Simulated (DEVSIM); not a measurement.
Device: Schottky contact on n-type β-Ga2O3, at 300 K.

Layer 1 from the left is β-Ga2O3, thickness (μm) 8.00, Nd (cm⁻³) 1.1e15, τn (s) 6.2e-9, τp (s) 6.2e-9.

Left contact: Schottky, work function 5.69 eV, emission velocity 3.6e6 cm/s. Right contact: ohmic. Voltage is applied to the left contact. Recombination: SRH at mid-gap. Mobility is μmin + (μ − μmin)/(1 + (N/Nref)^α).

Constants are typed, rounded textbook-type inputs, not results; the design itself was drawn at random and stands for no fabricated device. Values at 300 K.

β-Ga2O3: gap (eV) 4.8, affinity (eV) 4, permittivity 10, Nc (cm⁻³) 3.7e18, Nv (cm⁻³) 5e20, μn (cm²/Vs) 160, μp (cm²/Vs) 1, μn,min 20, μp,min 0.1, Nref,n 1e18, Nref,p 1e18, αn 0.8, αp 0.8.

DEVSIM, 1D drift-diffusion, Boltzmann statistics, complete ionisation; no tunnelling, impact ionisation, image-force lowering or self-heating. Metal contacts follow the ideal Schottky-Mott rule: no Fermi-level pinning, no interface dipoles.

Dark forward current:

| |V| (V) | |J| (A/cm²) |
|---|---|
| 0.60 | 4.645e-13 |
| 0.65 | 3.158e-12 |
| 0.70 | 2.144e-11 |
| 0.75 | 1.453e-10 |
| 0.80 | 9.828e-10 |
| 0.85 | 6.633e-9 |
| 0.90 | 4.465e-8 |
| 0.95 | 2.995e-7 |
| 1.00 | 2.001e-6 |
| 1.05 | 1.330e-5 |
| 1.10 | 8.776e-5 |
| 1.15 | 0.0005734 |
| 1.20 | 0.003686 |
| 1.25 | 0.02281 |
| 1.30 | 0.1254 |
| 1.35 | 0.5019 |
| 1.40 | 1.292 |
| 1.45 | 2.404 |
| 1.50 | 3.706 |
| 1.55 | 5.122 |
| 1.60 | 6.611 |
| 1.65 | 8.150 |
| 1.70 | 9.725 |
| 1.75 | 11.33 |
| 1.80 | 12.95 |
| 1.85 | 14.59 |

Q: Work out the local ideality factor n = ΔV / (kT/q · ln(J2/J1)) between the rows 0.60 and 0.65 V, 1.80 and 1.85 V.

A: kT/q = 25.85 mV. From 0.60 to 0.65 V: ln(3.158e-12/4.645e-13) = 1.917, n = 1.01, near the 1 of diffusion or emission over a barrier. From 1.80 to 1.85 V: ln(14.59/12.95) = 0.119, n = 16.22; the layers' resistance at their doping, Σ W/(qμN) = 0.028 Ω cm², would take 47 mV of this step of 50 mV.

Q: Estimate the current at 0.90 V for emission alone, J0 = q v N_band exp(−φB/kT), and read the barrier back from the simulated current.

A: φB = 1.690 eV, N_band = 3.70e18 cm⁻³, J0 = 8.64e-23 A/cm²; J = J0 (exp(qV/kT) − 1) = 1.14e-7 A/cm². The simulation gives 4.46e-8 A/cm²; the estimate lies 160 % above. Read backwards, the simulated current gives an apparent barrier of 1.714 eV. The estimate leaves out transport through the depletion region and minority injection.
